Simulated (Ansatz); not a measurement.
LaPd (Cmcm, No. 63; cell taken from a computed entry), treated with PBEsol (Ansatz, a first-principles code, PAW).

Run with plane-wave cutoff 500 eV, 14×14×12 k mesh (along the axes of the cell as run), Fermi–Dirac smearing 0.1 eV, scalar-relativistic PAW data made under PBE.

Computed at the level's own relaxed cell.

### Question
What does this level give for the equilibrium volume per atom?

### Answer

- equilibrium volume per atom: 24.55 Å³/atom

The run finds no gap.

Note: the relaxation could not lower the start's symmetry, so the cell can be a saddle point above a distorted one.

Spin–orbit coupling is not included.

Static lattice: no zero-point or thermal effects.
